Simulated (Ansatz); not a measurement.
Structures of equal composition on the (111) surface of fcc Ir: a layer of Cr in place of the second plane; a layer of Cr in place of the third plane. The slabs share one bottom face, and each structure is named by its start. These are constructed structures in small cells; real faces may alloy, dewet or reconstruct in larger ones, and not all known structures of the face are among them. Slabs of about 11 Å, Fermi-Dirac smearing of 0.1 eV. Bottom of the slabs: a bare face, its two planes held. Relaxed from the named starts with such symmetry as they have, on meshes of like density; energies extrapolated to zero smearing; spin only where a row says so; no spin-orbit coupling, no U. Brackets mark spin-polarised runs, whose order is one that fits the cell.

These are PBE (plane waves to 420 eV, PAW; Ansatz, an electronic-structure program) values and carry that method's errors.

Order them by energy per 1x1 cell (lowest first) at the level PBE.

a layer of Cr in place of the second plane (0.000 eV [spin start, no net moment]), a layer of Cr in place of the third plane (0.461 eV [spin start, no net moment])
